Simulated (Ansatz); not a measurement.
The reference is CdSe in the wurtzite structure (space group P6_3mc, No. 186; a = 4.3827 Å, c = 7.1545 Å). Axes: x lies along a and z along c of the hexagonal cell.

Calculations: DFT with PBE, PAW potentials and a 420 eV plane-wave cutoff in Ansatz (a quantum-chemistry and plane-wave program), scalar-relativistic without spin-orbit coupling.

Before the change:

```
Item         Value
--------  --------
Pressure  0.00 GPa
```

Now apply this change: compressive biaxial strain of 0.81 % in the plane normal to [001], as in epitaxy on a mismatched substrate; the out-of-plane cell vector and the atoms relax.

### Question
How does this affect the pressure and ratio −ε⊥/ε∥?

### Answer
The pressure (mean of the normal stresses, compression positive) goes from zero to 0.43 GPa; the ratio −ε⊥/ε∥ amounts to 0.84.

No phonon test of stability was made.
